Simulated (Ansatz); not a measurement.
# beta Ga2O3: the defect N on the O site (N_O)

All values below come from PBE, PAW (plane waves to 420 eV; Ansatz, an electronic-structure program). Cell: 120 sites, 1×3×2 repeats of a cell of 20 atoms; final energies on a 2×2×2 shifted mesh. Site at the start: the O(2) site. Energies of charged states are corrected for periodic images (point charge plus alignment at distant sites). Dielectric constants: PBE linear response of the host. Host gap at this level: 2.01 eV. These values are not converged in cell size to better than tenths of an eV. The semilocal functional narrows the gap, so deep levels can fall outside it. Spin–orbit coupling is left out. Each state is the lowest found from its start.

Formation energies E_f are given with the Fermi level at the valence-band maximum. Chemical conditions: Ga-rich (Δμ(O) = -3.04 eV, Δμ(N) = -0.88 eV, bounded by wurtzite GaN; only phases computed here count, gases as isolated molecules at 0 K). Reference phases: N: N2 molecule in a box, O: O2 molecule in a box.

Charges with a result: +1, 0, −1. Others weren't obtained, and one of them could lie lower, also by skipping a charge.

```json
[
 {"charge": "+1*", "moment (μB)": "fractional", "point group": "–", "largest move off a lattice site (Å)": "0.07", "image correction with alignment (eV)": "–", "E_f, Ga-rich (eV)": "–", "above the lowest spin state (eV)": "0.00"},
 {"charge": "+1†", "moment (μB)": "not spin-polarised", "point group": "–", "largest move off a lattice site (Å)": "0.07", "image correction with alignment (eV)": "0.11", "E_f, Ga-rich (eV)": "–", "above the lowest spin state (eV)": "0.26"},
 {"charge": "0", "moment (μB)": "1.0", "point group": "Cs", "largest move off a lattice site (Å)": "0.06", "image correction with alignment (eV)": "0.00", "E_f, Ga-rich (eV)": "2.42", "above the lowest spin state (eV)": "0.00"},
 {"charge": "−1", "moment (μB)": "not spin-polarised", "point group": "Cs", "largest move off a lattice site (Å)": "0.16", "image correction with alignment (eV)": "0.13", "E_f, Ga-rich (eV)": "3.85", "above the lowest spin state (eV)": "0.00"}
]
```

* At this level the carrier isn't localised at the defect: at charge +1 holes occupy the valence band. Such a state is shallow or no state of the defect, and this cell gives it no level.

† A state of higher energy that isn't settled.

Point groups are those of the whole cell at tolerances of 0.03 and 0.1 Å ("near" where only the looser one holds); none is given for unsettled states.

Not the lowest form: the same atoms on another site or from another start ended lower, by 0.29 eV at charge 0; by 0.51 eV at charge −1. The levels below are those of this configuration alone.

Transition levels above the valence-band maximum: ε(0/−1) = 1.43 eV.

Flagged in the runs: a host whose relaxation on this sampling wasn't shown to rest, a strain field that reaches the edge of the cell.
